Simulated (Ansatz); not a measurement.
# MoSi2: stress against strain

MoSi2 (MoSi2 type, I4/mmm, 13.061 Å³/atom and stress up to 0.01 GPa in the relaxed cell, c along z) under a strain ε along a (axis x), the other axes held. LDA in Ansatz, a plane-wave DFT program (PAW, default set), 420 eV, 25×25×25 Γ-centred mesh, Fermi-Dirac smearing 0.10 eV; ions are relaxed, or left where forces stay under 0.02 eV/Å, within the symmetry of each cell. Stress is positive for a compressed cell.

Here s stands for strain and y for stress xx.

| strain (%) | stress xx (GPa) |
|---|---|
| -1.50 | 6.63 |
| -1.00 | 4.36 |
| -0.50 | 2.15 |
| 0.00 | 0.00 |
| 0.50 | -2.10 |
| 1.00 | -4.14 |
| 1.50 | -6.11 |
| 3.00 | ? |

The 7 complete rows are fitted with a straight line, y against s. Means: s 0, y 0.113. About the means, the sum of products is -29.735 and the sum of squares of s is 7.0000; the slope is their ratio. Least squares gives y = 0.113 - 4.2479·s. Residuals (row less fit): 0.145, -0.001, -0.087, -0.113, -0.089, -0.005, 0.149; standard error 0.120 (degrees of freedom: 5). The slope gives the elastic constant C11 = about 420 GPa.

Q: Predict the withheld y at s = 3.00 from the fit, and compare with the calculation.

A: y = 0.113 - 4.2479 × 3.0 = -12.631 GPa. The calculation gives -11.72 GPa, 0.911 GPa above the prediction (5.0 % of the range of y in the table). The row lies outside the fitted rows, so this is an extrapolation. From the scatter of the fitted rows alone, a prediction at this place has a standard error of 0.186 GPa, so the miss is 4.9 times that.

A polynomial of degree 2 through the 12 other runs of the series gives -11.72 there, so most of the miss is curvature that the fit leaves out. In a metal these values are sensitive to mesh and smearing; energies are taken to zero smearing, stresses follow the free energy. Rows are the converged runs of the series near zero and its far end; series whose fitted rows scatter by over a few per cent of the range, as at a crossing or softening among them, aren't shown in this form, nor equations of state whose B0' disagrees with the runs' pressures. Most that stay on the fit to the last digits aren't either.
